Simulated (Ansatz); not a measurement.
A computed series for hypothetical P6_422 BP: response to strain

The parent structure is BP (space group P6_422, No. 181; a = 3.260 Å, c = 6.940 Å; a hypothetical phase, not in the database extracts checked). Axes: x lies along a and z along c of the hexagonal cell.

Strains are applied to the cell and any free atomic positions relax; under biaxial strain the out-of-plane vector relaxes too.

Computed with PBEsol/PAW in Ansatz (a quantum-chemistry and plane-wave program), without spin-orbit coupling.

Notes on the quantities. pressure: mean of the normal stresses, compression positive.

```tsv
change	pressure	band gap	volume per atom	space group
base	0.0 GPa	zero	10.64 Å³	P6_422 (No. 181)
biaxial strain −2.07 %, plane normal [001], relaxed out of plane	___	zero	10.30 Å³	P6_422 (No. 181)
biaxial strain −0.15 %, plane normal [001], relaxed out of plane	0.4 GPa	zero	10.62 Å³	P6_422 (No. 181)
biaxial strain +4.01 %, plane normal [001], relaxed out of plane	-10.4 GPa	0.10 eV	11.36 Å³	P6_422 (No. 181)
isotropic strain −0.70 %	4.0 GPa	zero	10.42 Å³	P6_422 (No. 181)
isotropic strain +2.32 %	___	0.10 eV	11.40 Å³	P6_422 (No. 181)
uniaxial strain ε_yy = +1.11 %	-2.0 GPa	zero	10.76 Å³	C222 (No. 21)
uniaxial strain ε_zz = +0.95 %	-1.6 GPa	zero	10.75 Å³	P6_422 (No. 181)
uniaxial strain ε_zz = +2.45 %	___	zero	10.90 Å³	P6_422 (No. 181)
tensor shear ε_xz = +2.72 %	___	zero	10.64 Å³	C2 (No. 5)
```

Q: Some entries are withheld; estimate them.

A: 
- biaxial strain −2.07 %, plane normal [001], relaxed out of plane, pressure: 6.6 GPa
- isotropic strain +2.32 %, pressure: -10.9 GPa
- uniaxial strain ε_zz = +2.45 %, pressure: -4.1 GPa
- tensor shear ε_xz = +2.72 %, pressure: 0.5 GPa

The mesh was chosen for an insulator and is coarse for the gapless case. Whether these cells are dynamically stable was not tested. The base started in P3_121 and relaxed to P6_422 at this level. All final runs are without spin polarisation. Gaps under 0.05 eV, about the width of the smearing, are given as zero. A zero or small gap of BP can be the functional's error rather than a property of the material.
